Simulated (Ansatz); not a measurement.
We consider L1₂ (Cu3Au-type) Al3Sc, described by PBE-D3(BJ) (Ansatz, a quantum-chemistry and plane-wave program, PAW).

Run with plane-wave cutoff 520 eV, 16×16×16 k mesh, Fermi–Dirac smearing 0.077 eV (set by the program), scalar-relativistic PAW data made under PBE.

Cell (relaxed at this level):

```
Al3Sc
1.0
    4.04943     0.00000     0.00000
    0.00000     4.04943     0.00000
    0.00000     0.00000     4.04943
Sc Al
1 3
Cartesian
  0.00000   0.00000   0.00000
  0.00000   2.02472   2.02472
  2.02472   0.00000   2.02472
  2.02472   2.02472   0.00000
```

Give the computed Voigt–Reuss–Hill shear modulus (Hill average), elastic constant C11, Voigt–Reuss–Hill bulk modulus, elastic constant C12 and elastic constant C44.


- Voigt–Reuss–Hill shear modulus (Hill average) = 80.3 GPa
- elastic constant C11 = 198 GPa
- Voigt–Reuss–Hill bulk modulus = 94.3 GPa
- elastic constant C12 = 42.6 GPa
- elastic constant C44 = 82.2 GPa

Note: the dispersion coefficients are held fixed in the derivatives.

Elastic constants are with the ions relaxed.

The computed numbers hold no vibrational or temperature effects.
